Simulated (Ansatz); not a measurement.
Levels about the gap of amorphous In₉Ga₉Zn₉O₃₉Lu₂ (68 atoms in a cell of 865 Å³, 6.19 g/cm³; zone centre alone, so wide bands show as single levels with stretches between that a denser mesh fills), at the geometry that PBE relaxed, where it gives -0.2 GPa on a denser mesh. Exact exchange is cut at the faces of this small cell, which leaves a finite-size error. The participation number counts the atoms over which a state spreads; weights are charges in smoothed Voronoi cells. The levels come from a single point, so bond lengths are those of that geometry. Method of the levels: HSE06, scalar-relativistic without spin-orbit coupling (Ansatz, a program for electronic structure). Sampling: the zone centre alone; Fermi-Dirac width 0.02 eV; no spin polarisation.

The cell was made by melting and quenching with the CHGNet potential and then relaxed with DFT. O atoms were pushed apart under 1.9 Å during the dynamics, to hinder bonds among them. The hot cell started wider than the set density and was brought back towards it in steps. It is the lowest in DFT energy of 2 quenches. It is a model cell: composition and starting density were chosen by hand, and all elements were melted together. No dispersion term was used. Its density started from a set value of 6.19 and ended at 6.19 g/cm³. Cooling (nominally 260 K/ps over its main leg) ran many orders faster than in experiment, which tends to leave more defects and strain. Values belong to this one cell and scatter from quench to quench. The volume was held where the preparation left it and the shape relaxed, at a PBE pressure of -0.2 GPa (tension).

```csv
"E - E(highest filled), eV",filling,participation number,largest on,weight O,weight In,weight Zn,weight Ga
-0.42,filled,15.7,"O, 3 neighbours",0.91,0.02,0.05,0.02
-0.38,filled,17.9,"O, 3 neighbours",0.90,0.03,0.05,0.01
-0.35,filled,19.5,"O, 3 neighbours",0.92,0.02,0.04,0.02
-0.34,filled,9.3,"O, 3 neighbours",0.92,0.03,0.03,0.01
-0.22,filled,22.0,"O, 4 neighbours",0.87,0.02,0.09,0.01
-0.21,filled,11.0,"O, 5 neighbours",0.85,0.02,0.11,0.01
0.00,filled,12.5,"O, 5 neighbours",0.84,0.01,0.13,0.01
2.30,empty,55.6,"In, 6 neighbours",0.50,0.24,0.12,0.11
4.62,empty,16.4,"In, 6 neighbours",0.55,0.35,0.05,0.05
5.07,empty,33.4,"In, 6 neighbours",0.55,0.29,0.10,0.05
5.22,empty,27.0,"In, 5 neighbours",0.55,0.33,0.04,0.07
5.49,empty,32.6,"In, 6 neighbours",0.55,0.26,0.12,0.06
5.79,empty,39.2,"In, 6 neighbours",0.55,0.29,0.08,0.08
5.90,empty,35.5,"In, 6 neighbours",0.54,0.16,0.22,0.07
```

Most localised among these is the filled level at -0.34 eV, on a O atom, which has 3 neighbours (Ga 1.86 Å, In 2.12 Å, In 2.22 Å).
